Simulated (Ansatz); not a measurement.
```
ZnO
1.0
    3.22044     0.00000     0.00000
    1.61022     2.78899     0.00000
    0.00000     0.00000     5.38005
Zn O
2 2
Direct
  0.33333   0.33333   0.00569
  0.66667   0.66667   0.50569
  0.33333   0.33333   0.37631
  0.66667   0.66667   0.87631
```

No spin polarisation.

All numbers come from PBE, PAW, 420 eV (Ansatz, a quantum-chemistry and plane-wave program; no SOC). Settings: 12×12×6 k-points, 0.05 eV Fermi–Dirac smearing.

Q: Predict the electron mass, valence-band top at Γ, gap character and band gap.

A: 
* **Electron mass**: 0.14 mₑ (at Γ)
* **Valence-band top at Γ (three highest levels, from the VBM)**: 0.00, 0.00, -0.13 eV
* **Gap character**: direct at Γ
* **Band gap**: 0.72 eV

The cells carry an imposed strain or load. Effective masses come from finite differences of ±0.01 Å⁻¹. Stability against distortions was not tested. The cell was made from ZnO in the wurtzite structure (space group P6_3mc, No. 186) by this change: biaxial strain −1.80 %, plane normal [001], relaxed out of plane.
